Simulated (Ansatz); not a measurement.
Effect of pressure 5 GPa on Si3N4

Base system: Si3N4 (space group P6_3/m, No. 176; a = 7.6246 Å, c = 2.9105 Å).

One thing is altered: cell and atoms relaxed at a pressure of 5 GPa.

Method: Ansatz (a program for electronic structure), PBEsol, PAW, cutoff 420 eV, no SOC. Settings: 4×4×9 k-points, 0.05 eV Fermi–Dirac smearing.

* **Lattice parameter a**: 7.572 Å (base 7.625 Å)
* **c/a ratio**: 0.382 (base 0.382)
* **Shortest interatomic distance**: 1.722 Å (base 1.733 Å)
* **Band gap**: 4.25 eV (base 4.19 eV)
* **Gap character**: indirect, Γ–A (33 % along) → Γ (base indirect, Γ–A (33 % along) → Γ)
* **Smallest direct gap**: 4.46 eV (base 4.39 eV)
* **Mean gap deformation potential ΔEg/Δln V**: -3.2 eV
* **Width of the top valence band**: 1.43 eV (base 1.38 eV)
* **Electron mass**: 0.22 mₑ along c, 1.4 mₑ across (at Γ) (base 0.22 mₑ along c, 1.4 mₑ across (at Γ))

Load acts through the strain it causes; cell and atoms are relaxed under it. Effective masses come from finite differences of ±0.01 Å⁻¹. Whether these cells are dynamically stable was not tested. No other phases were tried under pressure.
